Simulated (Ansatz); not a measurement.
**SrCl2: energy against strain**

SrCl2 (fluorite, Fm-3m, 27.469 Å³/atom at rest, cube axes along x, y and z) under a strain ε along a cube axis (axis z), the other axes held. PBEsol in Ansatz, a plane-wave DFT program (PAW, default set), 420 eV, 8×8×8 Γ-centred mesh, Fermi-Dirac smearing 0.05 eV; ions are relaxed within the symmetry of each cell.

Here s stands for strain and y for E less E0.

```
strain (%)  E less E0 (meV/atom)
----------  --------------------
-1.50                       1.46
-1.00                       0.64
-0.50                       0.16
0.00                        0.00
0.50                        0.15
1.00                        0.61
1.50                        1.37
3.00                           ?
```

Using a parabola, estimate the missing y at s = 3.00 from the other rows, showing the fit.

Least squares gives y = -0.002 - 0.0243·s + 0.6295·s². Residuals (row less fit): 0.009, -0.012, -0.008, 0.002, 0.007, 0.007, -0.008; standard error 0.010 (degrees of freedom: 4). Twice the quadratic coefficient over the volume, 2 × 0.6295 meV × 10⁴ × 0.1602 / 27.469 Å³, is the elastic constant C11 = 73 ± 0.5 GPa. At the withheld row, y = -0.002 - 0.0243 × 3.0 + 0.6295 × 3.0² = 5.591 meV/atom. The calculation gives 5.34 meV/atom, 0.251 meV/atom below the prediction (4.7 % of the range of y in the table). The row lies outside the fitted rows, so this is an extrapolation. From the scatter of the fitted rows alone, a prediction at this place has a standard error of 0.040 meV/atom, so the miss is 6.3 times that.

One order more, fitted to all 13 runs of the series, follows each within 0.01, so the miss is the next term of a smooth law. Rows are the converged runs of the series near zero and its far end; series whose fitted rows scatter by over a few per cent of the range, as at a crossing or softening among them, aren't shown in this form. Most that stay on the fit to the last digits aren't either.
